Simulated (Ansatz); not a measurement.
**Hypothetical zinc blende BiB: pressure series**

The reference is BiB in the zinc blende structure (space group F-43m, No. 216; a = 5.524 Å; a hypothetical phase, not in the database extracts checked).

Cell and atoms are relaxed at each pressure.

All numbers come from PBE, PAW, 420 eV (Ansatz, a quantum-chemistry and plane-wave program; no spin-orbit coupling), earlier PAW set.

```csv
pressure (GPa),volume per atom (Å³/atom)
-2,21.705
0,21.067
1.8,20.579
4.2,?
9,19.091
18,17.810
30,16.590
45,15.488
60,14.653
```

Question: Fit the third-order Birch–Murnaghan form P(V) = (3B₀/2)[(V₀/V)^(7/3) − (V₀/V)^(5/3)]·[1 + (3/4)(B₀′ − 4)((V₀/V)^(2/3) − 1)] (squares taken in P) to the rows shown and predict the withheld row.

Answer: Least squares on the printed values gives V₀ = 21.069 Å³/atom, B₀ = 74.1 GPa, B₀′ = 4.4; this predicts 20.026 Å³/atom, and the run gives 20.015 Å³/atom, 0.011 lower.

Load acts through the strain it causes; cell and atoms are relaxed under it. Whether these cells are dynamically stable was not tested. Competing high-pressure phases were not computed. All final runs are without spin polarisation.
